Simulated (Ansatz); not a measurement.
Hypothetical CdI2 type MgH2, response to strain

Take MgH$_{2}$ in the CdI2 type structure (space group P-3m1, No. 164; a hypothetical phase, not in the database extracts checked) as the base.

```xyz
3
Lattice="2.9726 0.0000 0.0000 -1.4863 2.5743 0.0000 0.0000 0.0000 3.9909" Properties=species:S:1:pos:R:3 pbc="T T T"
Mg     0.0000     0.0000     0.0000
H      1.4863     0.8581     0.9393
H      0.0000     1.7162     3.0516
```

Cartesian axes are those of the cell as printed.

Strains are applied to the cell and any free atomic positions relax; under biaxial strain the out-of-plane vector relaxes too; under stress the whole cell relaxes.

The values are results of PBEsol-D3(BJ), PAW, 420 eV (Ansatz, a quantum-chemistry and plane-wave program; scalar-relativistic without spin-orbit coupling), not measurements.

Notes on the quantities. energy relative to the base: free energy F; pressure: mean of the normal stresses, compression positive.

| change | energy relative to the base | volume per atom | smallest direct gap | pressure |
|---|---|---|---|---|
| base | 0 meV/atom | 10.18 Å³ | 4.57 eV | 0.00 GPa |
| biaxial strain −2.61 %, plane normal [001], relaxed out of plane | – | 9.71 Å³ | 4.69 eV | 2.98 GPa |
| isotropic strain +1.18 % | +1.5 meV/atom | 10.54 Å³ | 4.51 eV | -1.28 GPa |
| uniaxial strain ε_xx = −5.27 % | +13 meV/atom | 9.64 Å³ | 4.57 eV | 3.24 GPa |
| uniaxial strain ε_xx = −0.59 % | +0.1 meV/atom | 10.12 Å³ | 4.57 eV | 0.32 GPa |
| uniaxial strain ε_xx = +0.74 % | +0.2 meV/atom | 10.26 Å³ | 4.54 eV | -0.38 GPa |
| uniaxial strain ε_xx = +1.27 % | +0.6 meV/atom | 10.31 Å³ | 4.51 eV | -0.65 GPa |
| tensor shear ε_xz = −2.42 % | +0.6 meV/atom | 10.17 Å³ | 4.51 eV | 0.02 GPa |
| uniaxial stress, 8 GPa tension along x | +64 meV/atom | 9.91 Å³ | 1.72 eV | – |
| tensor shear ε_xy = −0.32 % | +0.1 meV/atom | 10.18 Å³ | 4.55 eV | 0.00 GPa |

Stability under load was not tested beyond the relaxation. Under uniaxial stress, 8 GPa tension along x atoms moved by over 0.3 Å (layers or molecules slid or turned), so the response is not a plain elastic one. Under uniaxial stress, 8 GPa tension along x the cell changed shape so far that it is another structure.
